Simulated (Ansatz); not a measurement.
## What pressure −2 GPa does to ZnSiP2

Base system: ZnSiP₂ in the chalcopyrite structure (space group I-42d, No. 122; a = 5.4187 Å, c = 10.5394 Å).

The change: hydrostatic tension (pressure −2 GPa).

Level of theory: PBE/PAW in Ansatz (an electronic-structure program), no SOC. k-mesh 9×9×9 (Γ-centred); smearing 0.05 eV (Fermi–Dirac).

```tsv
quantity	base	changed	shift
density	3.34 g/cm³	3.25 g/cm³	-0.083 g/cm³
lattice parameter a	5.419 Å	5.465 Å	+0.046 Å
enthalpy H = E + PV relative to the base's energy	–	-0.24 eV/atom	–
band gap	1.36 eV	1.41 eV	+0.056 eV
gap character	direct at Γ	direct at Γ	–
mean gap deformation potential ΔEg/Δln V	–	+2.3 eV	–
width of the top valence band	1.19 eV	1.15 eV	-0.04 eV
electron mass	1.5 mₑ along c, 0.26 mₑ across (at Γ)	1.5 mₑ along c, 0.27 mₑ across (at Γ)	–
hole mass	0.16 mₑ along c, 0.40 mₑ across (at Γ)	0.15 mₑ along c, 0.42 mₑ across (at Γ)	–
valence-band top at Γ (three highest levels, from the VBM)	0.00, -0.13, -0.13 eV	0.00, -0.13, -0.13 eV	–
```

Final structure:

```
CELL_PARAMETERS angstrom
     -2.73233     2.73233     5.31300
      2.73233    -2.73233     5.31300
      2.73233     2.73233    -5.31300
ATOMIC_POSITIONS crystal
  Zn 0.75000 0.25000 0.50000
  Zn 0.00000 0.00000 0.00000
  Si 0.25000 0.75000 0.50000
  Si 0.50000 0.50000 0.00000
  P  0.14315 0.12500 0.51815
  P  0.60685 0.62500 0.48185
  P  0.37500 0.85685 0.98185
  P  0.87500 0.39315 0.01815
```

Load acts through the strain it causes; cell and atoms are relaxed under it. Masses are band curvatures over ±0.01 Å⁻¹ around the edge. Whether these cells are dynamically stable was not tested.
